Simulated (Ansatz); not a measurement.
Consider AgI in the wurtzite structure (space group P6_3mc, No. 186; a = 4.685 Å, c = 7.662 Å).

Structures relaxed with PBE (Ansatz, a first-principles code, PAW, no SOC).

Base:

Simulated powder pattern, Cu Kα1, λ = 1.54056 Å (kinematic, ideal powder, no thermal factors, no anomalous dispersion; the 8 strongest lines at most, above 2 %, up to 2θ = 90°):

```json
[
 {"2θ (°)": "21.89", "I/Imax (%)": "100", "hkl": "(100)"},
 {"2θ (°)": "23.20", "I/Imax (%)": "58", "hkl": "(002)"},
 {"2θ (°)": "24.81", "I/Imax (%)": "66", "hkl": "(101)"},
 {"2θ (°)": "32.11", "I/Imax (%)": "38", "hkl": "(102)"},
 {"2θ (°)": "38.39", "I/Imax (%)": "92", "hkl": "(110)"},
 {"2θ (°)": "41.75", "I/Imax (%)": "92", "hkl": "(103)"},
 {"2θ (°)": "45.34", "I/Imax (%)": "57", "hkl": "(112)"},
 {"2θ (°)": "71.73", "I/Imax (%)": "36", "hkl": "(213)"}
]
```

Perturbation: cell and atoms relaxed at a pressure of 10 GPa.

Where do the lines fall after the change?


Simulated powder pattern, Cu Kα1, λ = 1.54056 Å (kinematic, ideal powder, no thermal factors, no anomalous dispersion; the 8 strongest lines at most, above 2 %, up to 2θ = 90°):

```csv
2θ (°),I/Imax (%),hkl
22.33,28,(002)
25.24,69,(100)
27.66,88,(101)
42.63,100,(103)
44.48,59,(110)
50.32,18,(112)
63.30,30,(203)
80.63,30,(213)
```

The indices refer to the base's conventional cell; one index is shown for lines that coincide.

Load acts through the strain it causes; cell and atoms are relaxed under it. No phonon test of stability was made. Tetrahedral semiconductors of this kind turn to denser phases somewhere between about 1 and 50 GPa; those were not computed, so compressed cells here can lie past the real transition.
